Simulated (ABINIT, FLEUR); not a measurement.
An ABINIT input for a self-consistent single point of MnPd (P4/mmm, 2 atoms in the cell) (DFT, LDA (PW92), plane waves, PAW (JTH v2.0 LDA PAW)):

```
# MnPd, JTH v2.0 LDA PAW
pp_dirpath "./"
pseudos "Mn.LDA_PW-JTH.xml, Pd.LDA_PW-JTH.xml"
acell 5.5577771291 5.5577771291 6.1918955172
rprim
         1.0000000000    0.0000000000    0.0000000000
         0.0000000000    1.0000000000    0.0000000000
         0.0000000000    0.0000000000    1.0000000000
natom 2
ntypat 2
znucl 25 46
typat 1 2
xred
         0.0000000000    0.0000000000    0.0000000000
         0.5000000000    0.5000000000    0.5000000000
ecut 60 Ry
pawecutdg 120 Ry
pawxcdev 0
nsppol 2
spinat
      0 0 4
      0 0 0
occopt 3
tsmear 0.1 eV
nband 25
kptopt 1
ngkpt 9 9 8
nshiftk 1
shiftk 0 0 0
nstep 80
tolvrs 1.0e-10
prtwf 0
prtden 0
```

Task: Give the FLEUR input for the same structure, mesh, smearing and functional.

Result: This is the input that was run; spellings and numerical settings could be chosen otherwise.

Input of the input generator:

```
scf MnPd
&input film=f /
5.5577771291 0.0000000000 0.0000000000
0.0000000000 5.5577771291 0.0000000000
0.0000000000 0.0000000000 6.1918955172
1.0
1.0 1.0 1.0

2
25 0.0000000000 0.0000000000 0.0000000000 : 4.00
46 0.5000000000 0.5000000000 0.5000000000 : 0.00

&comp jspins=2 /
&exco xctyp='vwn' /
&kpt div1=9 div2=9 div3=8 gamma=t /
&end /
```

```xml
<?xml version="1.0" encoding="UTF-8" standalone="no"?>
<fleurInput fleurInputVersion="0.39">
   <comment>
      scf MnPd                                                                                            
   </comment>
   <calculationSetup>
      <cutoffs Kmax="4.2" Gmax="16.8" GmaxXC="16.8" numbands="0"/>
      <scfLoop itmax="80" minDistance="0.00001" maxIterBroyd="40" imix="Anderson" alpha="0.05" precondParam="0.0" spinf="2.0"/>
      <coreElectrons ctail="T" frcor="F" kcrel="0" coretail_lmax="0"/>
      <xcFunctional name="vwn" relativisticCorrections="F"/>
      <magnetism jspins="2"/>
      <soc l_soc="F" theta="0.0" phi="0.0" spav="F"/>
      <expertModes spex="0" secvar="F"/>
      <geometryOptimization l_f="T" forcealpha="1.0" forcemix="BFGS" epsdisp="0.00001" epsforce="0.00001"/>
      <ldaU l_linMix="F" mixParam="0.05" spinf="1.0"/>
   </calculationSetup>
   <cell>
      <bzIntegration valenceElectrons="31.0" mode="hist" fermiSmearingEnergy="0.00367493">
         <kPointListSelection listName="default-1"/>
         <!-- k-points included here -->
         <xi:include xmlns:xi="http://www.w3.org/2001/XInclude" href="kpts.xml"> </xi:include>
      </bzIntegration>
      <!-- symmetry operations included here -->
      <xi:include xmlns:xi="http://www.w3.org/2001/XInclude" href="sym.xml"> </xi:include>
      <bulkLattice scale="1.0">
         <bravaisMatrix>
            <row-1>    5.5577771290999998     0.0000000000000000     0.0000000000000000</row-1>
            <row-2>    0.0000000000000000     5.5577771290999998     0.0000000000000000</row-2>
            <row-3>    0.0000000000000000     0.0000000000000000     6.1918955171999999</row-3>
         </bravaisMatrix>
      </bulkLattice>
   </cell>
   <atomSpecies>
      <species name="Manganese 4.000" element="Mn" atomicNumber="25">
         <mtSphere radius="2.39" gridPoints="823" logIncrement="0.015"/>
         <atomicCutoffs lmax="10" lnonsphr="8"/>
         <electronConfig flipSpins="F">
            <coreConfig>(1s1/2) (2s1/2) (2p1/2) (2p3/2)</coreConfig>
            <valenceConfig>(3s1/2) (3p1/2) (3p3/2) (4s1/2) (3d3/2) (3d5/2)</valenceConfig>
            <stateOccupation state="(3d3/2)" spinUp="1.5" spinDown="0.5"/>
            <stateOccupation state="(3d5/2)" spinUp="3.0" spinDown="0.0"/>
         </electronConfig>
         <energyParameters s="4" p="4" d="3" f="4"/>
         <lo type="SCLO" l="0" n="3" eDeriv="0"/>
         <lo type="SCLO" l="1" n="3" eDeriv="0"/>
      </species>
      <species name="Palladium (Pd)" element="Pd" atomicNumber="46">
         <mtSphere radius="2.39" gridPoints="823" logIncrement="0.016"/>
         <atomicCutoffs lmax="10" lnonsphr="8"/>
         <electronConfig flipSpins="F">
            <coreConfig>(1s1/2) (2s1/2) (2p1/2) (2p3/2) (3s1/2) (3p1/2) (3p3/2) (4s1/2) (3d3/2) (3d5/2)</coreConfig>
            <valenceConfig>(4p1/2) (4p3/2) (5s1/2) (4d3/2) (4d5/2)</valenceConfig>
            <stateOccupation state="(5s1/2)" spinUp="0.5" spinDown="0.5"/>
            <stateOccupation state="(4d3/2)" spinUp="1.8" spinDown="1.8"/>
            <stateOccupation state="(4d5/2)" spinUp="2.7" spinDown="2.7"/>
         </electronConfig>
         <energyParameters s="5" p="5" d="4" f="4"/>
         <lo type="SCLO" l="1" n="4" eDeriv="0"/>
      </species>
   </atomSpecies>
   <atomGroups>
      <atomGroup species="Manganese 4.000">
         <relPos label="                   1">.0000000000 .0000000000 .0000000000</relPos>
         <force calculate="T" relaxXYZ="TTT"/>
      </atomGroup>
      <atomGroup species="Palladium (Pd)">
         <relPos label="                   2">1.000/2.000 1.000/2.000 1.000/2.000</relPos>
         <force calculate="T" relaxXYZ="TTT"/>
      </atomGroup>
   </atomGroups>
   <output dos="F" band="F" slice="F">
      <checks vchk="F" cdinf="F"/>
      <bandDOS minEnergy="-.5*Htr" maxEnergy="0.5*Htr" sigma="0.015" storeEVData="T"/>
      <vacuumDOS vacdos="F" integ="F" star="F" nstars="0" locx1="0.0" locy1="0.0" locx2="0.0" locy2="0.0" nstm="0" tworkf="0.0"/>
      <unfoldingBand unfoldBand="F" supercellX="1" supercellY="1" supercellZ="1"/>
      <plotting iplot="0" polar="F">
         <plot TwoD="T" vec1="  1.0  0.0  0.0" vec2="  0.0  1.0  0.0" vec3="  0.0  0.0  1.0" zero="  0.0  0.0  0.0" file="plot"/>
      </plotting>
      <chargeDensitySlicing numkpt="0" minEigenval="0.0" maxEigenval="0.0" nnne="0" pallst="F"/>
      <specialOutput eonly="F"/>
      <magneticCircularDichroism mcd="F" energyLo="-10.0" energyUp="0.0"/>
   </output>
  <!-- We include the file relax.xml here to enable relaxations (see documentation) -->
  <xi:include xmlns:xi="http://www.w3.org/2001/XInclude" href="relax.xml"> <xi:fallback/> </xi:include>
</fleurInput>
```

Basis, cutoffs, solver keys and any potentials are the target program's own. This input uses DFT, LDA (Vosko-Wilk-Nusair), all-electron FLAPW (FLEUR), scalar-relativistic valence. LDA parametrisations can differ slightly between programs. Both were run: size of the net moment 2.18 μB/atom in ABINIT and 2.19 in FLEUR.

On ABINIT: the starting cell comes from a database of computed structures (which also holds hypothetical and non-ambient phases and stackings), without a prior relaxation at this level. For this run, on top of that: lattice scaled by 0.98. The magnetic order is the one reached from the typed start; others were not searched systematically. With a pressure of about -3 GPa the cell is away from its equilibrium volume at this level.

On FLEUR: the starting cell comes from a database of computed structures (which also holds hypothetical and non-ambient phases and stackings), without a prior relaxation at this level. For this run, on top of that: lattice scaled by 0.98. The magnetic order is the one reached from the typed start; others were not searched systematically. Values depend on the basis (sphere radii, cutoffs, local orbitals), which need not be converged.
